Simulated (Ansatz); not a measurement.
The starting structures come from a database of crystals and need not be the phases stable at ambient conditions.

 Where the default PAW files enter, the runs use the earlier of Ansatz's two default sets.

The decay constant κ of evanescent states in the gap governs leakage through a thin film.

Consider the following.

```
CELL_PARAMETERS angstrom
      3.63346     0.00000     0.00000
      0.00000     4.30115     0.00000
      0.00000    -1.94217     5.63615
ATOMIC_POSITIONS crystal
  Y  0.25000 0.33176 0.68921
  Y  0.75000 0.66824 0.31079
  H  0.75000 0.01746 0.92025
  H  0.25000 0.98254 0.07975
  O  0.75000 0.23380 0.44889
  O  0.25000 0.76620 0.55111
  O  0.75000 0.24857 0.93790
  O  0.25000 0.75143 0.06210
```

Space group of this cell: P2_1/m. The cell is taken as given; by PBEsol its mean pressure is -1.9 GPa.

Transport runs along the normal of the first two printed cell vectors.

No gap correction and no spin-orbit coupling; mid-gap values are interpolated between computed energies.

**Question.** State the band gap and the smallest decay constant κ at mid-gap according to PBEsol in Ansatz (an electronic-structure program).

**Answer.** Gap 4.08 eV on a 8×8×6 mesh; κ = 0.392 1/Å, at the zone centre.
